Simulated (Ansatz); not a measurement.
Given:

```
Cs2S3
1.0
    3.78362    -5.49041     0.00000
    3.78362     5.49041     0.00000
    0.00000     0.00000     7.95291
Cs S
4 6
Direct
  0.10245   0.89755   0.96595
  0.89755   0.10245   0.46595
  0.57746   0.42254   0.69562
  0.42254   0.57746   0.19562
  0.06017   0.38487   0.85103
  0.93983   0.61513   0.35103
  0.61513   0.93983   0.85103
  0.38487   0.06017   0.35103
  0.79730   0.20270   0.99587
  0.20270   0.79730   0.49587
```

Computed with r2SCAN, rigid bands (plane waves, PAW, scalar-relativistic; Ansatz, a quantum-chemistry and plane-wave program). Condition of this run: functional r2SCAN on the same cell. Cell: cell and atoms relaxed with PBEsol.

### Question
What conductivity effective mass do dilute holes have at 300 K?

### Answer
7.6 (x), 17.0 (y), 4.4 (z) mₑ.

### Question
Predict the electron conductivity mass (n e² τ/σ) at 300 K, by direction if it differs.

### Answer
0.37 (x), 3.2 (y), 0.74 (z) mₑ.

### Question
And the band gap?

### Answer
1.67 eV at this level; semilocal functionals usually fall short of the measured gap.

Rigid bands, one relaxation time for all states, no polarons. Spin-orbit coupling is left out; where it splits the top of the valence band it changes the hole mass and lowers the gap by about a third of the splitting. Geometry: cell and atoms relaxed with PBEsol.

Formula and space group known from diffraction (Crystallography Open Database), not checked to be the room-temperature form: Cs2S3 (Cmc2_1).
